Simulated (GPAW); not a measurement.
**Input and output of a self-consistent single point for Te₂Mo (P6_3/mmc, 6 atoms in the cell) (GPAW)**

Method of the run: PBE, GPAW PAW datasets PBE (gpaw-data 1.0.1) (plane waves; GPAW).

The input file:

```python
from ase import Atoms
from ase.units import GPa
from gpaw import GPAW, PW, FermiDirac

atoms = Atoms(['Te', 'Te', 'Te', 'Te', 'Mo', 'Mo'],
              cell=[[3.501112, 0.000000, 0.000000],
                    [-1.750556, 3.032051, 0.000000],
                    [0.000000, 0.000000, 14.382655]],
              scaled_positions=[[0.333333, 0.666667, 0.627820],
                                [0.666667, 0.333333, 0.372180],
                                [0.666667, 0.333333, 0.127820],
                                [0.333333, 0.666667, 0.872180],
                                [0.333333, 0.666667, 0.250000],
                                [0.666667, 0.333333, 0.750000]],
              pbc=True)

calc = GPAW(mode=PW(550),
            xc='PBE',
            kpts={'size': (6, 6, 2), 'gamma': True},
            occupations=FermiDirac(0.0),
            nbands=-4,
            convergence={'density': 1e-05, 'bands': -2},
            symmetry={'symmorphic': False, 'tolerance': 0.0005},
            maxiter=100,
            txt='-')

atoms.calc = calc

energy = atoms.get_potential_energy()
print('Energy (eV):', round(energy, 6))
forces = atoms.get_forces()
print('Forces (eV/Ang):')
print(forces.round(5))
stress = atoms.get_stress()
print('Stress (GPa, Voigt):', (stress / GPa).round(4))
```

Output, abridged:

```
Input parameters:
  convergence: {bands: -2,
                density: 1e-05}
  kpts: {gamma: True,
         size: (6, 6, 2)}
  maxiter: 100
  mode: {ecut: 550.0,
         name: pw}
  nbands: -4
  occupations: {fixmagmom: False,
                name: fermi-dirac,
                width: 0.0}
  symmetry: {symmorphic: False,
             tolerance: 0.0005}
  xc: PBE

species:
  Te:
    name: Tellurium
    Z: 52.0
    valence: 6
    core: 46
    charge: 0.0
    file: Te.PBE.gz

    # Using partial waves for Te as LCAO basis

  Mo:
    name: Molybdenum
    Z: 42.0
    valence: 14
    core: 28
    charge: 0.0
    file: Mo.PBE.gz

    # Using partial waves for Mo as LCAO basis

Reference energy: -959430.878998  # eV

Spin-paired calculation

Convergence criteria:
 Maximum [total energy] change in last 3 cyles: 0.0005 eV / valence electron
 Maximum integral of absolute [dens]ity change: 1e-05 electrons / valence electron
 Maximum integral of absolute [eigenst]ate change: 4e-08 eV^2 / valence electron
 Maximum number of scf [iter]ations: 100

Symmetries present (total): 24
Symmetries with fractional translations: 12
72 k-points: 6 x 6 x 2 Monkhorst-Pack grid + [1/12,1/12,1/4]
14 k-points in the irreducible part of the Brillouin zone
       k-points in crystal coordinates                weights
   0:     0.00000000    0.00000000    0.00000000          1/72
   1:     0.00000000    0.00000000    0.50000000          1/72
   2:     0.16666667    0.00000000    0.00000000          6/72
   [... 7 lines left out ...]
          ...
  13:     0.50000000    0.50000000    0.50000000          3/72

Wave functions: Plane wave expansion
  Cutoff energy: 550.000 eV
  Number of coefficients (min, max): 4443, 4508
  Pulay-stress correction: 0.000000 eV/Ang^3 (de/decut=0.000000)

Occupation numbers: # Zero width

Eigensolver

Densities:
  Coarse grid: 20*20*80 grid
  Fine grid: 40*40*160 grid
  Total Charge: 0.000000

Density mixing:
  Method: separate
  Backend: pulay
  Linear mixing parameter: 0.05
  old densities: 5
  Damping of long wavelength oscillations: 50

Hamiltonian:
  XC and Coulomb potentials evaluated on a 40*40*160 grid
  External potential:
    NoExternalPotential

XC parameters: PBE with 2 nearest neighbor stencil

Number of atoms: 6
Number of atomic orbitals: 42
Number of bands in calculation: 30
Number of valence electrons: 52
Bands to converge: 28

Density initialized from atomic densities
  30 bands from LCAO basis set

Atomic positions and initial magnetic moments

Positions:
   0 Te    -0.000002    2.021368    9.029718    ( 0.0000,  0.0000,  0.0000)
   1 Te     1.750558    1.010683    5.352937    ( 0.0000,  0.0000,  0.0000)
   2 Te     1.750558    1.010683    1.838391    ( 0.0000,  0.0000,  0.0000)
   3 Te    -0.000002    2.021368   12.544264    ( 0.0000,  0.0000,  0.0000)
   4 Mo    -0.000002    2.021368    3.595664    ( 0.0000,  0.0000,  0.0000)
   5 Mo     1.750558    1.010683   10.786991    ( 0.0000,  0.0000,  0.0000)

Unit cell:
           periodic     x           y           z      points  spacing
  1. axis:    yes    3.501112    0.000000    0.000000    20     0.1516
  2. axis:    yes   -1.750556    3.032051    0.000000    20     0.1516
  3. axis:    yes    0.000000    0.000000   14.382655    80     0.1798

  Lengths:   3.501112   3.501111  14.382655
  Angles:   90.000000  90.000000 120.000008

Effective grid spacing dv^(1/3) = 0.1683

     iter     time        total  log10-change:
                         energy   eigst   dens
iter:   1 --:--:--   -38.094306   +0.46
iter:   2 --:--:--   -37.909890   -0.53  -1.19
iter:   3 --:--:--   -37.349956   -1.04  -1.20
iter:   4 --:--:--   -37.010377   -0.95  -1.27
iter:   5 --:--:--   -37.116346   -1.22  -1.47
iter:   6 --:--:--   -37.109139   -1.17  -1.64
iter:   7 --:--:--   -36.943824   -1.85  -1.78
iter:   8 --:--:--   -36.900172   -2.12  -2.07
iter:   9 --:--:--   -36.906276   -2.94  -2.53
iter:  10 --:--:--   -36.901078c  -2.81  -2.51
iter:  11 --:--:--   -36.900814c  -3.67  -3.05
iter:  12 --:--:--   -36.901070c  -4.05  -3.20
iter:  13 --:--:--   -36.901120c  -3.75  -3.08
iter:  14 --:--:--   -36.900630c  -4.13  -3.05
iter:  15 --:--:--   -36.900613c  -5.04  -3.64
   [... 13 lines left out ...]
iter:  29 --:--:--   -36.900599c  -5.98  -4.39
iter:  30 --:--:--   -36.900600c  -6.19  -4.63
iter:  31 --:--:--   -36.900599c  -6.55  -4.40
iter:  32 --:--:--   -36.900599c  -6.52  -4.72
iter:  33 --:--:--   -36.900599c  -6.61  -4.99
iter:  34 --:--:--   -36.900599c  -6.68  -5.02c
iter:  35 --:--:--   -36.900599c  -6.74  -5.08c
iter:  36 --:--:--   -36.900599c  -6.72  -5.22c
iter:  37 --:--:--   -36.900599c  -6.79  -5.05c
iter:  38 --:--:--   -36.900599c  -6.81  -5.37c
iter:  39 --:--:--   -36.900599c  -6.87  -5.23c
   [... 4 lines left out ...]
iter:  44 --:--:--   -36.900599c  -7.13  -6.28c
iter:  45 --:--:--   -36.900599c  -7.24  -6.06c
iter:  46 --:--:--   -36.900599c  -7.26  -6.31c
iter:  47 --:--:--   -36.900599c  -7.31  -6.16c
iter:  48 --:--:--   -36.900599c  -7.34  -6.43c
iter:  49 --:--:--   -36.900599c  -7.44c -6.14c

Converged after 49 iterations.

Dipole moment: (0.000000, -0.000000, -0.000000) |e|*Ang

Energy contributions relative to reference atoms: (reference = -959430.878998)

Kinetic:        +34.318730
Potential:      -38.529296
External:        +0.000000
XC:             -32.494700
Entropy (-ST):   +0.000000
Local:           -0.195333
SIC:             +0.000000
--------------------------
Free energy:    -36.900599
Extrapolated:   -36.900599

Showing only first 2 kpts
 Kpt  Band  Eigenvalues  Occupancy
  0    24      7.24981    2.00000
  0    25      7.80517    2.00000
  0    26     10.91809    0.00000
  0    27     10.91813    0.00000

  1    24      7.67339    2.00000
  1    25      7.67339    2.00000
  1    26     10.94643    0.00000
  1    27     10.94643    0.00000

Fermi level: 8.28654

Gap: 0.963 eV
Transition (v -> c):
  (s=0, k=0, n=25, [0.00, 0.00, 0.00]) -> (s=0, k=8, n=26, [0.33, 0.33, 0.00])
Direct/indirect transitions are different
Direct gap: 1.039 eV
Transition at: (s=0, k=8, n=25, [0.33, 0.33, 0.00])
Energy (eV): -36.900599

Forces in eV/Ang:
  0 Te    0.00000   -0.00000   -0.93841
  1 Te    0.00000    0.00000    0.93841
  2 Te    0.00000    0.00000   -0.93841
  3 Te    0.00000   -0.00000    0.93841
  4 Mo    0.00000    0.00000   -0.00000
  5 Mo    0.00000    0.00000   -0.00000

Stress tensor:
    -0.029874    -0.000000     0.000000
    -0.000000    -0.029874    -0.000000
     0.000000    -0.000000    -0.047012
Stress (GPa, Voigt): [-4.7863 -4.7863 -7.5322 -0.      0.     -0.    ]
```

The run converged in 49 iterations. GPAW prints stress with tension positive.

The starting cell comes from a database of computed structures (which also holds hypothetical and non-ambient phases and stackings), without a prior relaxation at this level. Its lattice was rescaled by a random factor within 2.5 % of one. Spin-orbit coupling is off. With a pressure of about 6 GPa the cell is away from its equilibrium volume at this level.

Cost on one core of a shared machine: roughly 80 s.
